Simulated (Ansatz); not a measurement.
The reference is ZnCu in the CsCl type structure (space group Pm-3m, No. 221; relaxed with 0.1 eV smearing).

```
ZnCu
1.0
    2.90849     0.00000     0.00000
    0.00000     2.90849     0.00000
    0.00000     0.00000     2.90849
Zn Cu
1 1
Direct
  0.50000   0.50000   0.50000
  0.00000   0.00000   0.00000
```

Cartesian axes are those of the cell as printed.

Computed with plane-wave PAW DFT at the PBEsol level (Ansatz, a quantum-chemistry and plane-wave program, 420 eV), no spin-orbit coupling.

For the base:

The pressure is 0.0 GPa.

It is then changed as follows: tensor shear ε_xy = +1.71 % (engineering shear γ = 0.0342); the atoms relax in the strained cell.

Q: What does the calculation give for the pressure and energy relative to the base after the change?

A: The pressure (mean of the normal stresses, compression positive) goes from zero to 0.2 GPa; the energy rises by 4.5 meV/atom.

Stability against distortions was not tested. The final runs are not spin-polarised.
